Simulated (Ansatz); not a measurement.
The starting structures come from a database of crystals and need not be the phases stable at ambient conditions.

Evanescent states of SrTiO3 (I4/mcm, 10 atoms a cell, 12.0 Å³ an atom) along the normal of (001)

Method: r2SCAN (plane waves, PAW; Ansatz, a quantum-chemistry and plane-wave program).

No gap correction and no spin-orbit coupling; mid-gap is the computed energy nearest the middle.

Energies count from the valence-band top; κ is the least over a 6×6 mesh across the current.

```tsv
E (eV)	κ (1/Å)	where
0.06	0.129	Γ
0.18	0.178	Γ
0.30	0.194	Γ
0.42	0.208	Γ
0.54	0.219	Γ
0.66	0.230	Γ
0.78	0.239	Γ
0.90	0.246	Γ
1.02	0.253	Γ
1.14	0.259	Γ
1.26	0.264	Γ
1.38	0.269	Γ
1.50	0.270	Γ
1.62	0.254	Γ
1.74	0.236	Γ
1.86	0.215	Γ
1.98	0.189	Γ
2.10	0.156	Γ
2.22	0.109	Γ
```

**Question.** How thick must the barrier be to attenuate the transmission by 10^8 when the electrodes' Fermi level lies at 1.14 eV, and what attenuation does that film give at 1.02 eV?

**Answer.** d = 8 ln 10 / (2 × 0.259) = 35.6 Å. At 1.02 eV it gives 8 × 0.253/0.259 = 7.8 decades.
